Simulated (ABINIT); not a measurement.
## Equation of state of fcc Pb (space group 225): energy against volume (ABINIT, PBE)

```xyz
1
Lattice="0.0000 2.4310 2.4310 2.4310 0.0000 2.4310 2.4310 2.4310 0.0000" Properties=species:S:1:pos:R:3 pbc="T T T"
Pb     0.0000     0.0000     0.0000
```

Method: PBE, norm-conserving pseudopotentials (PseudoDojo nc-sr-05 PBE standard) (plane waves; ABINIT). Settings: pseudos = [Pb.upf]; ecut = 1116 eV; ixc = 11; occopt = 3; tsmear = 0.05 eV; ngkpt = 20 20 20; nshiftk = 1; shiftk = 0 0 0; potentials = PseudoDojo nc-sr-05 PBE standard; nband = 12; kptopt = 1; nstep = 60; tolvrs = 1e-11. The cell above is the first row's. The rows scale it uniformly. In all rows the k mesh is held. E is the free energy at the stated smearing, counted from the lowest row.

```
V (Å^3/atom)  E (meV/atom)
------------  ------------
28.733                   ?
29.358               29.74
29.982               16.33
30.607                7.22
31.232                1.92
31.856                0.00
32.481                1.12
33.105                4.95
33.730               11.24
```

Taking the third-order Birch-Murnaghan form, a cubic in V^(-2/3) for E over the 8 complete rows: With u = V^(-2/3) - 0.1003, the rows have u = 0.0047789, 0.0033159, 0.0019005, 0.0005324, -0.0007887, -0.0020693, -0.0033076, -0.0045095. Least squares gives E = 0.757 + 1673.5·u + 901887·u² + 3476221·u³. Residuals (row less fit): 0.009, -0.019, 0.001, 0.016, 0.004, -0.005, -0.013, 0.008; standard error 0.016 (degrees of freedom: 4). Its minimum lies at u = -0.0009328, so V0 = (0.0993672)^(-3/2) = 31.93. There d²E/du² = 1784000 and d³E/du³ = 2.086e7, so B0 = (4/9) × 31.93^(-7/3) × 1784000 × 0.160218 = 39.3 GPa (the last factor turns the table's units into GPa), and B0' = 4 + (2/3) × 0.0993672 × (2.086e7)/1784000 = 4.8. The program's pressures in the fitted runs (not shown) pass through zero at V = 31.92, 0.02 % from this V0.

Q: Predict the withheld E at V = 28.733 from the fit, and compare with the calculation.

A: u = 0.0062973, so E = 0.757 + 1673.5 × 0.0062973 + 901887 × 0.0062973² + 3476221 × 0.0062973³ = 47.929 meV/atom. The calculation gives 47.99 meV/atom, 0.061 meV/atom above the prediction (0.1 % of the range of E in the table). The row lies outside the fitted rows, so this is an extrapolation. From the scatter of the fitted rows alone, a prediction at this place has a standard error of 0.046 meV/atom, so the miss is 1.3 times that.

Carrying the step between the two nearest rows on in a straight line would have given 43.17, off by 4.82; series whose last step already gives the withheld value aren't shown. The scan was laid around a cell of about the measured size, scaled by a guess for this functional. The PBE file for Pb was generated anew from PseudoDojo's inputs, some of which were changed. Spin-orbit coupling is off. Cutoffs and mesh are single choices, not tested for convergence of this quantity. Series with a scatter that would blur these digits, or in which a gap closes, are not shown. Nor are scans whose minimum lies at an end fitted in this form.
